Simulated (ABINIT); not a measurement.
Worked example: self-consistent single point of LaTl3 (Pm-3m, 4 atoms in the cell) in ABINIT.

Method of the run: LDA (PW92), PAW (JTH v2.0 LDA PAW) (plane waves; ABINIT).

The change in words: lattice scaled by 0.98. Reference geometry:
```yaml
crystal:
  lattice:
    - [4.91883, 0.00000, 0.00000]
    - [0.00000, 4.91883, 0.00000]
    - [0.00000, 0.00000, 4.91883]
  atoms:
    - { symbol: La, position: [0.00000, 0.00000, 0.00000] }
    - { symbol: Tl, position: [0.00000, 0.50000, 0.50000] }
    - { symbol: Tl, position: [0.50000, 0.00000, 0.50000] }
    - { symbol: Tl, position: [0.50000, 0.50000, 0.00000] }
```

Reference input (self-consistent single point, DFT, LDA (PW92), plane waves, PAW (JTH v2.0 LDA PAW)): pseudos = [La.LDA_PW-JTH.xml, Tl.LDA_PW-JTH.xml]; ecut = 26 Ha; pawecutdg = 52 Ha; occopt = 3; tsmear = 0.136 eV; ngkpt = 9 9 9; nshiftk = 1; shiftk = 0 0 0; potentials = JTH v2.0 LDA PAW; nband = 33; kptopt = 1; nstep = 100. This run's input differs from it in these lines:

```diff
@@ -3,3 +3,3 @@
 pseudos "La.LDA_PW-JTH.xml, Tl.LDA_PW-JTH.xml"
-acell 9.2952321050 9.2952321050 9.2952321050
+acell 9.1093265180 9.1093265180 9.1093265180
 rprim
@@ -14,5 +14,5 @@
          0.0000000000    0.0000000000    0.0000000000
-         0.0000000000    4.6476160525    4.6476160525
-         4.6476160525    0.0000000000    4.6476160525
-         4.6476160525    4.6476160525    0.0000000000
+         0.0000000000    4.5546632590    4.5546632590
+         4.5546632590    0.0000000000    4.5546632590
+         4.5546632590    4.5546632590    0.0000000000
 ecut 26 Ha
```

Output (repeated stretches shortened):

```
--- !BeginCycle
solver: {iscf: 17, nstep: 100, nline: 4, wfoptalg: 10, }
tolerances: {tolvrs: 1.00E-11, }
...

     iter   Etot(hartree)      deltaE(h)  residm     nres2
 ETOT  1  -181.12988486162    -1.811E+02 4.196E+00 3.663E+02
 ETOT  2  -188.02358895300    -6.894E+00 1.140E+00 2.340E+02
 ETOT  3  -187.04524709356     9.783E-01 5.004E-01 8.782E+01
 ETOT  4  -186.67011763323     3.751E-01 1.392E-01 2.977E+01
 ETOT  5  -186.67670369177    -6.586E-03 4.117E-02 2.491E+01
   [... 15 lines left out ...]
 ETOT 21  -186.49838834156    -3.148E-10 1.064E-02 1.769E-10
 ETOT 22  -186.49838834169    -1.275E-10 1.253E-02 4.377E-11
 ETOT 23  -186.49838834181    -1.238E-10 3.360E-03 1.526E-11
 ETOT 24  -186.49838834193    -1.153E-10 3.483E-03 1.527E-12
 At SCF step   24       nres2   =  1.53E-12 < tolvrs=  1.00E-11 =>converged.

 Cartesian components of stress tensor (hartree/bohr^3)
  sigma(1 1)=  1.02831284E-04  sigma(3 2)=  0.00000000E+00
  sigma(2 2)=  1.02831284E-04  sigma(3 1)=  0.00000000E+00
  sigma(3 3)=  1.02831284E-04  sigma(2 1)=  0.00000000E+00

 ----iterations are completed or convergence reached----

 reduced coordinates (array xred) for    4 atoms
       0.000000000000      0.000000000000      0.000000000000
       0.000000000000      0.500000000000      0.500000000000
       0.500000000000      0.000000000000      0.500000000000
       0.500000000000      0.500000000000      0.000000000000
 cartesian forces (eV/Angstrom) at end:
    1     -0.00000000000000    -0.00000000000000    -0.00000000000000
   [... lines left out ...]
 Fermi (or HOMO) energy (eV) =   6.44080   Average Vxc (eV)= -10.18661
   [... lines left out ...]
'-kT*entropy'       : -5.23823464601591E-03
total_energy        : -1.86498388376136E+02
total_energy_eV     : -5.07487923537440E+03
...

-Cartesian components of stress tensor (GPa)         [Pressure= -3.0254E+00 GPa]
- sigma(1 1)=  3.02540032E+00  sigma(3 2)=  0.00000000E+00
- sigma(2 2)=  3.02540032E+00  sigma(3 1)=  0.00000000E+00
- sigma(3 3)=  3.02540032E+00  sigma(2 1)=  0.00000000E+00

 Calculation completed.
```

The run converged in 24 iterations. 

The starting cell comes from a database of computed structures (which also holds hypothetical and non-ambient phases and stackings), without a prior relaxation at this level. Its lattice was rescaled by a random factor within 2.5 % of one. For this run, on top of that: lattice scaled by 0.98. With a pressure of about -3 GPa the cell is away from its equilibrium volume at this level.

These are the values that this program gave, and no reference: the one-centre exchange-correlation terms come from a truncated expansion.

Cost on one core of a shared machine: roughly 6 min.
